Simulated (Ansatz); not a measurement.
Convergence study of the k-point mesh at a smearing width of 0.02 eV for Cr (P-3m1, 2 atoms in the cell)

```xyz
2
Lattice="2.4363 0.0000 0.0000 -1.2181 2.1099 0.0000 0.0000 0.0000 4.4682" Properties=species:S:1:pos:R:3 pbc="T T T"
Cr     0.0000     1.4066     1.1671
Cr     1.2181     0.7033     3.3512
```

Method of the run: LDA (PW92), default PAW files made with PBE (plane waves; Ansatz, a quantum-chemistry and plane-wave program).

Base settings: basis.ecutwfc = 30.9 Ry; kpoints.mp_grid.grid = 15 15 8; hamiltonian.xc = lda; hamiltonian.pseudopotentials = {kind: paw} (the program's default PAW files); scf.occupations.method = gaussian; scf.occupations.width = 0.0073 Ry.

In this ladder: scf.occupations.width = 0.0015 Ry.

Only quantities that move along the ladder and can be compared are tabulated.

The count of work is k-points × plane waves × bands × iterations; it is no time. 

The starting cell comes from a database of computed structures (which also holds hypothetical and non-ambient phases and stackings), without a prior relaxation at this level. Its lattice was rescaled by up to half a per cent. One atom was moved a little off its site on purpose. Spin polarisation is off. In the base run, with a pressure of about -7 GPa the cell is away from its equilibrium volume at this level. Ansatz's pressure includes its estimate of the finite-basis (Pulay) stress.

Steps (kpoints.mp_grid.grid): 5 5 3; 7 7 3; 8 8 4; 10 10 5; 11 11 6; 14 14 7; 17 17 8; 20 20 10; 25 25 12; 30 30 14; 37 37 18.

Question: What is the coarsest kpoints.mp_grid.grid that holds the pressure within 0.2 GPa of the last step, with all finer ones?

Answer: 11 11 6, at 0.037 of the last step's count of work; the step before is off by 0.26 GPa.

Question: What is the coarsest kpoints.mp_grid.grid that holds the free energy within 1 meV/atom of the last step, with all finer ones?

Answer: 20 20 10, at 0.18 of the last step's count of work; the step before is off by 1.1 meV/atom.

Question: What is the coarsest kpoints.mp_grid.grid that holds the forces within 0.02 eV/Å of the last step, with all finer ones?

Answer: 8 8 4, at 0.016 of the last step's count of work; the step before is off by 0.062 eV/Å.

| kpoints.mp_grid.grid | free energy less the last step's (meV/atom) | pressure (GPa) | largest difference of a force vector from the last step's (eV/Å) | count of work / last |
|---|---|---|---|---|
| 5 5 3 | -30.31 | -7.18 | 0.060 | 0.0054 |
| 7 7 3 | -12.35 | -6.47 | 0.062 | 0.0089 |
| 8 8 4 | -6.23 | -7.07 | 0.004 | 0.016 |
| 10 10 5 | -2.25 | -6.38 | 0.011 | 0.026 |
| 11 11 6 | -5.81 | -6.72 | 0.010 | 0.037 |
| 14 14 7 | 2.01 | -6.67 | 0.004 | 0.075 |
| 17 17 8 | 1.13 | -6.58 | 0.009 | 0.12 |
| 20 20 10 | 0.66 | -6.55 | 0.003 | 0.18 |
| 25 25 12 | -0.05 | -6.65 | 0.015 | 0.32 |
| 30 30 14 | -0.02 | -6.63 | 0.004 | 0.53 |
| 37 37 18 | 0.00 | -6.64 | 0.000 | 1.0 |

Keys are those of Ansatz 0.2.
